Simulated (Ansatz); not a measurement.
A stack in vacuum: 3 layers of alpha-tellurene, started at parallel, no shift (facing atoms over hollows or bridges).

The numbers are results of PBE+D3(BJ) (plane waves to 420 eV, PAW; Ansatz, a quantum-chemistry and plane-wave program), not measurements. Scalar-relativistic, without spin–orbit coupling; with elements this heavy it can move edges by tenths of an eV. Its k-point mesh 9×9×1, Fermi–Dirac width 0.01 eV. A dipole correction is on.

Task: Predict its spacing and gap.

Result: gap between facing atomic planes: 2.44, 2.44 Å
step of the vacuum level across the stack (top less bottom): 0.00 eV
PBE gap over the mesh and listed points off it: 0.34 eV, indirect (lowest direct gap 0.46 eV)
valence and conduction edges under the vacuum level of the lower face: 4.73 and 4.39 eV
